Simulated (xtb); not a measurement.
xtb 6.7.1, GFN2-xTB: CO[Si](C)(OC)O[SiH2][O][GeH3], 24 atoms. The geometry is a generated start, not checked to be a minimum at this level.

| Quantity | Value |
|---|---|
| run flags | --grad |
| method | GFN2-xTB |
| --acc | 1 (default) |
| --etemp (K) | 300 (default) |
| basis functions | 72 |
| valence electrons | 62 |

```xyz
24

Si     1.1349    -0.2462     0.0522
C      1.3892    -1.7781    -1.0465
O      1.7641    -0.3809     1.5309
C      3.1167    -0.3022     1.8845
O      1.7619     1.0934    -0.6269
C      1.3302     1.7320    -1.7956
O     -0.4460    -0.0378     0.3229
Si    -1.9139    -0.4139    -0.2022
O     -2.9149     0.5489     0.6240
Ge    -4.5473     0.7356     1.1486
H      0.7989    -1.7103    -1.9556
H      2.4294    -1.8993    -1.3385
H      1.0871    -2.6862    -0.5341
H      3.1723    -0.2600     2.9713
H      3.5766     0.5880     1.4582
H      3.6551    -1.1816     1.5305
H      1.8334     1.2977    -2.6620
H      0.2512     1.6300    -1.9232
H      1.5883     2.7891    -1.7171
H     -2.1916    -1.8222     0.0689
H     -2.0269    -0.0688    -1.6209
H     -4.5227     2.0013     1.9433
H     -4.9191    -0.4653     1.9664
H     -5.4069     0.8368    -0.0793
```

One run each on 1 thread. Values of broydamp tried: 0.02, 0.05, 0.1, 0.2, 0.4 (default), 0.6, 0.8, 1.

### Question
How does the count of SCC iterations change with broydamp, and where is it least?

### Answer
Fewest SCC iterations, within one of each other: 0.4 (default) with 14, 0.6 with 14, 0.8 with 14, 1 with 15. The count rises to 22 at 0.02. All converge to one solution.

| broydamp | SCC iterations | end |
|---|---|---|
| 0.02 | 22 | same solution |
| 0.05 | 20 | same solution |
| 0.1 | 18 | same solution |
| 0.2 | 16 | same solution |
| 0.4 (default) | 14 | same solution |
| 0.6 | 14 | same solution |
| 0.8 | 14 | same solution |
| 1 | 15 | same solution |
